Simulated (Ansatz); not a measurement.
Model glasses of amorphous Al2O3, 72 to 75 atoms (Al28O42 before any change). Each row is one cell at a composition chosen by hand, melted whole on the CHGNet potential with the anions pushed apart under 1.9 Å, quenched within some picoseconds, far faster than a real film, and relaxed with PBE, scalar-relativistic without spin-orbit coupling (plane waves to 420 eV, PAW; Ansatz, a quantum-chemistry and plane-wave program). Each is the lower in DFT energy of 2 quenches. Cycles of charging and discharging were tried on the cells ahead of these points, and a cell that came back lower was taken. The column on the box says what of it was relaxed with the atoms; held means as the quench left it. Cells that kept moments or hold spare charge are left out.

Formal charges balance in every cell, with the guest at the charge named. Neighbours are the O atoms within a cut-off of 1.2 times the sum of covalent radii (1.1 times for Ti, Hf, Y); the radius is Shannon's ionic radius for that charge at the coordination found, taken on a straight line between listed coordinations where the table lacks it, averaged where a cell holds several guest atoms. The coordination is that of the cell taken. The cells ran without spin polarisation.

| guest | change of the cell | box | cut-off (Å) | O neighbours | ionic radius (Å) | mean guest-O distance (Å) |
|---|---|---|---|---|---|---|
| B3+ | +2 B, +3 O | held | 1.80 | 4, 3 | 0.06 | 1.44 |
| Si4+ | +2 O, +1 Si | held | 2.12 | 4 | 0.26 | 1.65 |
| Ga3+ | +2 Ga, +3 O | held | 2.26 | 4, 5 | 0.51 | 1.90 |
| Ti4+ | +2 O, +1 Ti | held | 2.49 | 6 | 0.60 | 2.04 |
| Zn2+ | +1 O, +1 Zn | held | 2.26 | 5 | 0.68 | 2.08 |
| Hf4+ | +1 Hf, +2 O | held | 2.65 | 7 | 0.76 | withheld |
| Y3+ | +3 O, +2 Y | held | 2.82 | 7, 7 | 0.96 | 2.39 |

### Question
Fit a straight line of the last column on the one before it through the 6 full rows, and predict the withheld value for Hf4+.

### Answer
Means: x = 0.512, y = 1.917. Slope = Σ(Δx Δy) / Σ(Δx²) = 0.5330 / 0.5045 = 1.056; intercept = 1.917 − (1.056) × 0.512 = 1.376 Å; r.m.s. residual 0.015 Å. Prediction: 1.376 + (1.056) × 0.76 = 2.18 Å. The run gave 2.19 Å, a miss of 0.01 Å, within the residual.

### Question
What would hard spheres give for this line?

### Answer
A slope of 1 and an intercept at the radius of O2−, 1.35 Å for two neighbours to 1.40 Å for six in Shannon's table; the fit has 1.056 and 1.376 Å.
